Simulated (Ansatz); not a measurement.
Ansatz (an electronic-structure program) run on NbH (Cmm2, 4 atoms in the cell): self-consistent single point.

Computed with PBEsol, default PAW files made with PBE (plane waves; Ansatz).

```xyz
4
Lattice="1.8398 -2.3860 0.0000 1.8398 2.3860 0.0000 0.0000 0.0000 4.7898" Properties=species:S:1:pos:R:3 pbc="T T T"
Nb     1.8398    -1.1930     1.3377
Nb     1.8398     1.1930     3.5021
H      0.9199     0.0000     0.0000
H      2.7597     0.0000     0.0000
```

Reference input (self-consistent single point, DFT, PBEsol, plane waves, default PAW files made with PBE): basis.ecutwfc = 420 eV; kpoints.mp_grid.grid = 11 11 7; hamiltonian.xc = pbesol; hamiltonian.pseudopotentials = {kind: paw} (the program's default PAW files); scf.occupations.method = fermi_dirac; scf.occupations.width = 0.1 eV. This run's input differs from it in these lines:

Ansatz 0.2 input:
```diff
@@ -14,3 +14,3 @@
 kpoints:
-  mp_grid: { grid: [11, 11, 7] }
+  mp_grid: { grid: [18, 18, 12] }
 hamiltonian:
@@ -19,3 +19,3 @@
 scf:
-  occupations: { method: fermi_dirac, width: 0.1 }
+  occupations: { method: gaussian, width: 0.01 }
 output:
```

Output (repeated stretches shortened):

```
SCF iter   1: F=—  HF=-9023.032924 eV  |F-HF|=—  |Δ(HF+E_count)|=         —  Δρ=6.83e-3  dr2=1.95e-2  ethr=1.77e-3  ⟨swp⟩=6.1  Hψ=50899  notcnv=0
all-band conjugate gradients solve this SCF's bands
preconditioner: auto → Kerker (q_TF=auto, 2.549 Å⁻¹)
SCF iter   2: F=—  HF=-9023.030011 eV  |F-HF|=—  |Δ(HF+E_count)|=   2.91e-3  Δρ=4.03e-3  dr2=7.38e-3  ethr=6.97e-5  ⟨swp⟩=2.2  Hψ=20489  notcnv=0  defer=59
SCF iter   3: F=—  HF=-9023.028241 eV  |F-HF|=—  |Δ(HF+E_count)|=   1.77e-3  Δρ=5.31e-4  dr2=2.70e-4  ethr=2.64e-5  ⟨swp⟩=2.0  Hψ=17132  notcnv=0  defer=59
SCF iter   4: F=—  HF=-9023.028190 eV  |F-HF|=—  |Δ(HF+E_count)|=   5.09e-5  Δρ=2.43e-4  dr2=5.12e-5  ethr=9.64e-7  ⟨swp⟩=2.0  Hψ=14526  notcnv=0  defer=59
SCF iter   5: F=—  HF=-9023.028182 eV  |F-HF|=—  |Δ(HF+E_count)|=   7.70e-6  Δρ=9.37e-5  dr2=5.07e-6  ethr=1.83e-7  ⟨swp⟩=2.0  Hψ=13536  notcnv=0  defer=59
SCF iter   6: F=-9023.028181 eV  HF=-9023.028181 eV  |F-HF|=2.97e-8  |Δ(HF+E_count)|=   9.32e-7  Δρ=1.39e-5  dr2=7.83e-8  ethr=3.57e-10  ⟨swp⟩=3.4  Hψ=47211  notcnv=0
SCF 1 converged in 6 iterations: F = -9023.028181 eV  dr2 = 7.83e-8
Free energy (F): -9023.028181 eV
Internal energy: -9023.028139 eV  (E = F + TS)
E sigma→0 (E₀):  -9023.028160 eV
Entropy (-TS):   -0.000042 eV (-0.010 meV/atom)
Fermi energy:    16.072090 eV
--- Forces (eV/Å), atoms counted from 1 ---
  atom   1  Nb     0.00000000    -0.00000000    -0.75961638
  atom   2  Nb     0.00000000     0.00000000     0.51309215
  atom   3  H      0.00000000     0.00000000     0.12326270
  atom   4  H      0.00000000     0.00000000     0.12326270
--- Stress (GPa, compression-positive) ---
       -5.802680       0.000000      -0.000000
        0.000000      -5.192040      -0.000000
       -0.000000      -0.000000      -4.767639
  P = ⅓ Tr σ = -5.2541 GPa (-52.541 kbar)
  The stress holds the Pulay correction. Without it, at fixed plane waves, as pw.x and ABINIT print it: P = -5.3595 GPa
```

The run converged in 6 iterations. Against the reference run the free energy goes up by 4.4 meV/atom, the pressure goes from -5.15 to -5.25 GPa and the largest force moves little (0.750 to 0.760 eV/Å).

The starting cell comes from a database of computed structures (which also holds hypothetical and non-ambient phases and stackings), without a prior relaxation at this level. Its lattice was rescaled by up to half a per cent. One atom was moved a little off its site on purpose. Spin polarisation is off. With a pressure of about -5 GPa the cell is away from its equilibrium volume at this level. Ansatz's pressure includes its estimate of the finite-basis (Pulay) stress.
